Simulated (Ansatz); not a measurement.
Consider SnSe in the GeS type structure (space group Pnma, No. 62; a = 11.4932 Å, b = 4.1690 Å, c = 4.3845 Å; layered, stacked along the Cartesian x axis). Axes: x, y, z lie along a, b, c of the conventional cell.

Computed with PBE-D3(BJ) (Ansatz, an electronic-structure program; PAW; 420 eV plane waves; without spin-orbit coupling).

Now apply this change: the cell is stretched by 2.23 % along y with no lateral relaxation; the atoms relax in the strained cell.

**Question.** Predict the stress tensor and what it implies for the stiffness.

**Answer.** Stress of the strained cell less that of the base (GPa, compression positive):
```
  -0.25    0.00    0.00
   0.00   -1.60    0.00
   0.00    0.00   -0.71
```

Then −Δσ_ii/ε with ε = 0.0223 gives secant stiffness values (nonlinear terms included at this strain): C22 ≈ 72 GPa, C12 ≈ 11 GPa and C23 ≈ 32 GPa.

Whether these cells are dynamically stable was not tested. The program warned that a D3 coordination switch lies within reach, so dispersion energies are less smooth here.
